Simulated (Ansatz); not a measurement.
The starting structures come from a database of crystals and need not be the phases stable at ambient conditions.

The decay constant κ of evanescent states in the gap governs leakage through a thin film.

Here is the system:

```xyz
10
Lattice="6.3225 0.0000 0.0000 0.0890 8.8839 0.0000 -3.1167 4.4420 3.1447" Properties=species:S:1:pos:R:3 pbc="T T T"
Ba     6.2962     2.2088     0.0000
Ba     0.1153     6.6751     0.0000
La     3.1613     0.0000     0.0000
Bi     3.2058     4.4420     0.0000
O      1.7119     4.7959     1.5031
O      1.5829     8.5300     1.6416
O      4.6996     4.0880     1.5031
O     -1.4049     9.2378     1.6416
O      3.6803     6.5442     0.0000
O      2.7312     2.3398     0.0000
```

The cell is taken as given; by r2SCAN it stands under a pressure of -3.8 GPa.

Transport runs along the normal of the first two printed cell vectors.

The gap is the functional's own. No spin-orbit coupling. Mid-gap values are those at the computed energy nearest the middle.

Q: Compute, with r2SCAN in Ansatz (a program for electronic structure), the band gap and the smallest decay constant κ at mid-gap.

A: Gap 2.24 eV on a 10×10×10 mesh; κ = 0.288 1/Å, at the zone centre.
